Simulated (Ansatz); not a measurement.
Abridged Ansatz (a program for electronic structure) output:

```
Relaxation: its limit of steps is 50 (relax.max_steps)
Pseudopotential: Te, paw, valence charge 16
Pseudopotential: Pt, paw, valence charge 18
Crystal: 3 atoms, lattice volume = 79.219 Å³
Basis set: ecut = 420 eV, 1547 PW (Γ), exchange–correlation on 60×60×72 points (8 copies of the dense FFT grid, shifted against one another)
Bands: 30, of which v1, the nominal top of the filled ones, is band 25 counted from 1 (24 counted from 0)
Symmetry: 12 space group operations
k-points: 315 of 3072
Functional: x = pbe(κ = 0.804, μ = 0.2195149727645171), c = pbe(β = 0.06672455060314922)
SCF iter   1: F=—  HF=-26485.586046 eV  |F-HF|=—  |Δ(HF+E_count)|=         —  Δρ=2.41e-3  dr2=3.98e-3  ethr=1.77e-3  ⟨swp⟩=6.1  Hψ=40136  notcnv=0
SCF iter   2: F=—  HF=-26485.586798 eV  |F-HF|=—  |Δ(HF+E_count)|=   7.53e-4  Δρ=1.30e-3  dr2=1.95e-3  ethr=7.96e-6  ⟨swp⟩=2.0  Hψ=19578  notcnv=0
SCF 1 converged in 7 iterations: F = -26485.586225 eV  dr2 = 2.24e-10
relax step   1: F+E_penalty+E_count = -26485.58622464 eV  Δ(F+E_penalty+E_count) = +0.000e0 eV  max|allowed force component| = 6.437e-1 eV/Å  Δτ_max = 0.0000 Å  (7 SCF iters, accepted)
Crystal: 3 atoms, lattice volume = 79.219 Å³
SCF iter   1: F=—  HF=-26485.497292 eV  |F-HF|=—  |Δ(HF+E_count)|=         —  Δρ=9.48e-3  dr2=4.03e-2  ethr=8.17e-5  ⟨swp⟩=1.4  Hψ=46256  notcnv=0
SCF iter   2: F=—  HF=-26485.492581 eV  |F-HF|=—  |Δ(HF+E_count)|=   4.71e-3  Δρ=3.07e-3  dr2=1.22e-2  ethr=8.07e-5  ⟨swp⟩=3.0  Hψ=19161  notcnv=0
SCF 2 converged in 8 iterations: F = -26485.489816 eV  dr2 = 2.14e-10
relax step   2: F+E_penalty+E_count = -26485.48981609 eV  Δ(F+E_penalty+E_count) = +9.641e-2 eV  max|allowed force component| = 1.252e0 eV/Å  Δτ_max = 0.1950 Å  (8 SCF iters, rejected (line search))
Crystal: 3 atoms, lattice volume = 79.219 Å³
SCF iter   1: F=—  HF=-26485.636040 eV  |F-HF|=—  |Δ(HF+E_count)|=         —  Δρ=6.51e-3  dr2=1.83e-2  ethr=3.86e-4  ⟨swp⟩=7.7  Hψ=35314  notcnv=0
SCF iter   2: F=—  HF=-26485.635029 eV  |F-HF|=—  |Δ(HF+E_count)|=   1.01e-3  Δρ=1.99e-3  dr2=5.09e-3  ethr=3.67e-5  ⟨swp⟩=3.0  Hψ=20394  notcnv=0
SCF 3 converged in 8 iterations: F = -26485.633892 eV  dr2 = 7.18e-11
relax step   3: F+E_penalty+E_count = -26485.63389174 eV  Δ(F+E_penalty+E_count) = -4.767e-2 eV  max|allowed force component| = 1.365e-1 eV/Å  Δτ_max = 0.0601 Å  (8 SCF iters, accepted)
Crystal: 3 atoms, lattice volume = 79.219 Å³
SCF iter   1: F=—  HF=-26485.635978 eV  |F-HF|=—  |Δ(HF+E_count)|=         —  Δρ=7.13e-4  dr2=2.48e-4  ethr=4.22e-6  ⟨swp⟩=3.2  Hψ=24795  notcnv=0
SCF iter   2: F=—  HF=-26485.635958 eV  |F-HF|=—  |Δ(HF+E_count)|=   1.96e-5  Δρ=2.35e-4  dr2=7.27e-5  ethr=4.96e-7  ⟨swp⟩=3.0  Hψ=20376  notcnv=0
SCF 4 converged in 7 iterations: F = -26485.635917 eV  dr2 = 4.16e-11
relax step   4: F+E_penalty+E_count = -26485.63591745 eV  Δ(F+E_penalty+E_count) = -2.026e-3 eV  max|allowed force component| = 2.684e-3 eV/Å  Δτ_max = 0.0145 Å  (7 SCF iters, accepted)
SCF converged after 7 iterations
Free energy (F): -26485.635917 eV
Internal energy: -26485.595646 eV  (E = F + TS)
E sigma→0 (E₀):  -26485.615782 eV
Entropy (-TS):   -0.040271 eV (-13.424 meV/atom)
Fermi energy:    12.303120 eV
  E_disp       = -1.547030  (pairwise vdW)
--- Forces (eV/Å), atoms counted from 1 ---
  atom   1  Te     0.00000000     0.00000000    -0.00268375
  atom   2  Te    -0.00000000    -0.00000000     0.00268375
  atom   3  Pt    -0.00000000     0.00000000     0.00000000
--- Stress (GPa, compression-positive) ---
       -6.313094      -0.000000      -0.000000
       -0.000000      -6.313094       0.000000
       -0.000000       0.000000      -3.425940
  P = ⅓ Tr σ = -5.3507 GPa (-53.507 kbar)
--- Relaxed structure (4 steps of the walk, 3 accepted, 0 SCFs on fresh bases) ---
  atoms:
    - { symbol: Te, position: [0.3333333333333333, 0.6666666666666665, 0.25271349077946026] }
    - { symbol: Te, position: [0.6666666666666666, 0.3333333333333333, 0.7472865092205399] }
    - { symbol: Pt, position: [0.0, 0.0, 0.0] }
```

Q: What was computed, and what are the main results?

A: PtTe2, 3 atoms in the cell, with plane-wave PAW DFT at the PBE-D3(BJ) level (Ansatz, 420 eV), no SOC. The last SCF converged to F = -26485.635917 eV, or -8828.5453 eV per atom, at a pressure of -5.35 GPa. The total energy compares only with runs of the same code, potentials and settings.

The cells carry an imposed strain or load. Whether these cells are dynamically stable was not tested. All final runs are without spin polarisation. The cell was made from PtTe₂ (space group P-3m1, No. 164; layered) by this change: isotropic strain +3.00 %.

Keys are those of Ansatz 0.2.
